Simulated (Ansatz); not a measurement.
BaAl₄ (I4/mmm, No. 139) was calculated with PBEsol+SOC (plane waves, PAW; Ansatz, a first-principles code).

Run with plane-wave cutoff 520 eV, 18×18×18 k mesh, Fermi–Dirac smearing 0.05 eV, PAW data made under PBE.

Computed points:

```
V (Å³/atom)  E − E_lowest (meV/atom)
-----------  -----------------------
21.989                          6.76
22.447                          1.63
22.905                          0.00
23.363                          1.52
23.821                          5.89
```

### Question
What bulk modulus B0 and pressure derivative B′ does a third-order Birch–Murnaghan fit give?

### Answer
V0 = 22.906 Å³/atom, B0 = 55.1 GPa, B′ = 4.1 (fit to the energies at full precision).

Shape and atoms are relaxed at each volume.

Note: the bulk modulus comes from volumes at which shape and atoms were relaxed.

Cost on a shared machine: about 120 core-minutes (a rough figure).
